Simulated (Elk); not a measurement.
# A self-consistent single point of Bi2TeSe2 (R3m, 5 atoms in the cell) with Elk

Method of the run: PBEsol, all-electron FP-LAPW, Elk's shipped species files, default APW+lo basis (Elk 10.2.4).

The input file:

```
tasks
  0

xctype
  22

swidth
  0.00183747

maxscl
  100

scale
  1.889726125

avec
    2.1218100797    1.2250279058   10.2464869659
   -2.1218100797    1.2250279058   10.2464869659
    0.0000000000   -2.4500549562   10.2464870682

sppath
  './'

atoms
  3
  'Bi.in'
  2
  0.6065130000  0.6065130000  0.6065130000    0.0 0.0 0.0
  0.3967930000  0.3967930000  0.3967930000    0.0 0.0 0.0
  'Te.in'
  1
  0.2149600000  0.2149600000  0.2149600000    0.0 0.0 0.0
  'Se.in'
  2
  0.0024300000  0.0024300000  0.0024300000    0.0 0.0 0.0
  0.7793170000  0.7793170000  0.7793170000    0.0 0.0 0.0

ngridk
  4 4 4
```

Output (repeated stretches shortened):

```
│ Elk code version 10.2.4 │

All units are atomic (Hartree, Bohr, etc.)

│ Ground-state run starting from atomic densities │

Lattice vectors :
   4.009639940       2.314967237       19.36305411
  -4.009639940       2.314967237       19.36305411
   0.000000000      -4.629932858       19.36305430

Unit cell volume      :    1078.388466
Brillouin zone volume :   0.2300193495

Muffin-tin inner radius fraction :   0.1000000000E-01

Nuclei treated as point charges

Species :    1 (Bi)
 parameters loaded from : Bi.in
 name : bismuth
 nuclear charge    :   -83.00000000
 electronic charge :    83.00000000
 atomic mass :    380947.9282
 muffin-tin radius :    2.800000000
 number of radial points in muffin-tin :    697
 atomic positions (lattice), magnetic fields (Cartesian) :
   1 :   0.39155300  0.39155300  0.39155300    0.00000000  0.00000000  0.00000000
   2 :   0.18183300  0.18183300  0.18183300    0.00000000  0.00000000  0.00000000

Species :    2 (Te)
 parameters loaded from : Te.in
 name : tellurium
 nuclear charge    :   -52.00000000
 electronic charge :    52.00000000
 atomic mass :    232600.5707
 muffin-tin radius :    2.600000000
 number of radial points in muffin-tin :    597
 atomic positions (lattice), magnetic fields (Cartesian) :
   1 :   0.00000000  0.00000000  0.00000000    0.00000000  0.00000000  0.00000000

Species :    3 (Se)
 parameters loaded from : Se.in
 name : selenium
 nuclear charge    :   -34.00000000
 electronic charge :    34.00000000
 atomic mass :    143935.2748
 muffin-tin radius :    2.400000000
 number of radial points in muffin-tin :    497
 atomic positions (lattice), magnetic fields (Cartesian) :
   1 :   0.78747000  0.78747000  0.78747000    0.00000000  0.00000000  0.00000000
   2 :   0.56435700  0.56435700  0.56435700    0.00000000  0.00000000  0.00000000

Total number of atoms per unit cell :    5

Spin treatment :
 spin-unpolarised

Number of Bravais lattice symmetries :   12
   [... lines left out ...]
Maximum |G| for potential and density :    12.00000000
 potential will be trimmed for |G| > 2 gkmax
Constant for pseudocharge density :    8
Radial integration step length :    4

G-vector grid sizes :     80    80    80
Number of G-vectors :    31537

Maximum angular momentum used for
 APW functions                      :    8
 outer part of muffin-tin           :    6
 inner part of muffin-tin           :    1

Total nuclear charge    :   -286.0000000
Total core charge       :    208.0000000
Total valence charge    :    78.00000000
Total excess charge     :    0.000000000
Total electronic charge :    286.0000000

Effective Wigner radius, rₛ :   0.9655472485

Number of empty states         :   20
Total number of valence states :   59
Total number of core states    :  208

Total number of local-orbitals :   75

Exchange-correlation functional :     22     0     0
 PBEsol, Phys. Rev. Lett. 100, 136406 (2008)
 gradient requirement :    1
 generalised gradient approximation (GGA)

Smearing type :    3
 Fermi-Dirac
Smearing width :   0.1837470000E-02
Effective electronic temperature (K) :    580.2271348

Mixing type :    3
 Broyden mixing, J. Phys. A: Math. Gen. 17, L317 (1984)

Kohn-Sham potential initialised from atomic data
│ Self-consistent loop started │
│ Loop number : 1 │
 total energy                :     -54816.4896709
│ Loop number : 2 │
 total energy                :     -54816.8049597
RMS change in Kohn-Sham potential (target) :   0.1603683390     (  0.1000000000E-05)
Absolute change in total energy (target)   :   0.3152888045     (  0.1000000000E-03)
│ Loop number : 3 │
 total energy                :     -54816.0082425
RMS change in Kohn-Sham potential (target) :   0.1588151094     (  0.1000000000E-05)
Absolute change in total energy (target)   :   0.7178950141     (  0.1000000000E-03)
│ Loop number : 4 │
 total energy                :     -54815.8114210
RMS change in Kohn-Sham potential (target) :   0.1439811124     (  0.1000000000E-05)
Absolute change in total energy (target)   :   0.3762952544     (  0.1000000000E-03)
│ Loop number : 5 │
 total energy                :     -54811.1918203
RMS change in Kohn-Sham potential (target) :   0.8994063217E-01 (  0.1000000000E-05)
Absolute change in total energy (target)   :    4.713674494     (  0.1000000000E-03)
   [... lines left out ...]
Absolute change in total energy (target)   :   0.1890674888E-02 (  0.1000000000E-03)
│ Loop number : 18 │
 total energy                :     -54803.2212993
RMS change in Kohn-Sham potential (target) :   0.1957122367E-05 (  0.1000000000E-05)
Absolute change in total energy (target)   :   0.4369862290E-04 (  0.1000000000E-03)
│ Loop number : 19 │
 total energy                :     -54803.2210427
RMS change in Kohn-Sham potential (target) :   0.7196022623E-06 (  0.1000000000E-05)
Absolute change in total energy (target)   :   0.2457034134E-03 (  0.1000000000E-03)
│ Loop number : 20 │
 total energy                :     -54803.2208498
RMS change in Kohn-Sham potential (target) :   0.2486400805E-06 (  0.1000000000E-05)
Absolute change in total energy (target)   :   0.2543381779E-03 (  0.1000000000E-03)
│ Loop number : 21 │
 total energy                :     -54803.2208355
RMS change in Kohn-Sham potential (target) :   0.1197527207E-06 (  0.1000000000E-05)
Absolute change in total energy (target)   :   0.7782364264E-04 (  0.1000000000E-03)
Convergence targets achieved

│ Loop number : 22 │

Energies :
 Fermi                       :     0.163529827680
 sum of eigenvalues          :     -33696.3977895
 electron kinetic            :      62628.4127234
 core electron kinetic       :      61748.5358072
 Coulomb                     :     -116299.559163
 Coulomb potential           :     -94835.0700060
 nuclear-nuclear             :     -3307.34765997
 electron-nuclear            :     -131149.353000
 Hartree                     :      18157.1414972
 Madelung                    :     -68882.0241602
 xc potential                :     -1489.74050690
 exchange                    :     -1113.74793727
 correlation                 :     -18.3264545353
 electron entropic           :    -0.630891706316E-05
 total energy                :     -54803.2208379

Density of states at Fermi energy :   0.2705893021
 (states/Hartree/unit cell)

Estimated indirect band gap :   0.1910428005E-01
 from k-point      1 to k-point      1
Estimated direct band gap   :   0.1910428005E-01
 at k-point      1

Charges :
 core                        :    208.0000000
 valence                     :    78.00000000
 interstitial                :    9.219107456
 muffin-tins (core leakage)
  species :    1 (Bi)
   atom    1                 :    81.06568487     (  0.6741953017E-03)
   atom    2                 :    81.02149332     (  0.6718685130E-03)
  species :    2 (Te)
   atom    1                 :    49.89352001     (  0.4029217365E-03)
  species :    3 (Se)
   atom    1                 :    32.41731208     (  0.5843436809E-04)
   atom    2                 :    32.38288226     (  0.5829204511E-04)
 total in muffin-tins        :    276.7808925
 total calculated charge     :    285.9726880
 total charge                :    286.0000000
 error                       :   0.2731198311E-01

│ Self-consistent loop stopped │
```

The run converged in 22 iterations. The count includes the last loop, which Elk runs after its targets are met.

The starting cell comes from a database of computed structures (which also holds hypothetical and non-ambient phases and stackings), without a prior relaxation at this level. Spin-orbit coupling is off. Values depend on the basis (sphere radii, cutoffs, local orbitals), which need not be converged.
